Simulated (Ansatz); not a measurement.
The starting structures come from a database of crystals and need not be the phases stable at ambient conditions.

The decay constant κ of evanescent states in the gap governs leakage through a thin film.

```yaml
crystal:
  lattice:
    - [4.90399, 0.00000, 0.00000]
    - [0.00000, 8.26965, 0.00000]
    - [0.00000, 1.63443, 5.31004]
  atoms:
    - { symbol: Li, position: [0.98940, 0.39490, 0.43970] }
    - { symbol: Li, position: [0.48940, 0.60510, 0.56030] }
    - { symbol: Li, position: [0.49900, 0.00680, 0.30330] }
    - { symbol: Li, position: [0.99900, 0.99320, 0.69670] }
    - { symbol: H, position: [0.63350, 0.55960, 0.00490] }
    - { symbol: H, position: [0.13350, 0.44040, 0.99510] }
    - { symbol: H, position: [0.38550, 0.69050, 0.96970] }
    - { symbol: H, position: [0.88550, 0.30950, 0.03030] }
    - { symbol: S, position: [0.50260, 0.20850, 0.70670] }
    - { symbol: S, position: [0.00260, 0.79150, 0.29330] }
    - { symbol: O, position: [0.61260, 0.37840, 0.56480] }
    - { symbol: O, position: [0.11260, 0.62160, 0.43520] }
    - { symbol: O, position: [0.96300, 0.40180, 0.08710] }
    - { symbol: O, position: [0.46300, 0.59820, 0.91290] }
    - { symbol: O, position: [0.12390, 0.92200, 0.39900] }
    - { symbol: O, position: [0.62390, 0.07800, 0.60100] }
    - { symbol: O, position: [0.20030, 0.20970, 0.67310] }
    - { symbol: O, position: [0.70030, 0.79030, 0.32690] }
    - { symbol: O, position: [0.57530, 0.17140, 0.97640] }
    - { symbol: O, position: [0.07530, 0.82860, 0.02360] }
```

Space group of this cell: P2_1. The cell is taken as given; by r2SCAN its mean pressure is -3.7 GPa.

Transport runs along the normal of the first two printed cell vectors.

The gap is the functional's own. No spin-orbit coupling. Mid-gap values are interpolated on the energy grid.

Q: Give the band gap and the smallest decay constant κ at mid-gap that r2SCAN (Ansatz, a first-principles code) yields.

A: Gap 6.20 eV on a 6×4×6 mesh; κ = 0.541 1/Å, at the zone centre.
